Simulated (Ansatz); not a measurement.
## A computed series for Mg2Si: pressure series

Consider Mg2Si (space group Fm-3m, No. 225; a = 6.364 Å).

Cell and atoms are relaxed at each pressure.

Calculations: Ansatz (a first-principles code), PBE, PAW, cutoff 420 eV, scalar-relativistic without spin-orbit coupling, earlier PAW set.

Notes on the quantities. enthalpy: H = E + PV relative to the base's energy.

```csv
change,band gap,enthalpy,shortest interatomic distance
base,0.22 eV,–,2.756 Å
pressure −2 GPa,0.27 eV,-0.27 eV/atom,2.793 Å
pressure −1 GPa,0.24 eV,-0.14 eV/atom,2.774 Å
pressure 3 GPa,0.16 eV,+0.39 eV/atom,2.710 Å
pressure 7 GPa,0.08 eV,+0.89 eV/atom,2.661 Å
pressure 15 GPa,zero,+1.81 eV/atom,2.587 Å
pressure 30 GPa,zero,+3.38 eV/atom,2.490 Å
pressure 50 GPa,zero,+5.25 eV/atom,2.402 Å
pressure 75 GPa,zero,+7.36 eV/atom,2.324 Å
pressure 100 GPa,zero,+9.29 eV/atom,2.265 Å
```

A case with no gap was solved on a k-mesh chosen for an insulator, which is coarse for it. Load acts through the strain it causes; cell and atoms are relaxed under it. No phonon test of stability was made. No other phases were tried under pressure. All final runs are without spin polarisation. The zero or small gap of Mg2Si can change with the level of theory.
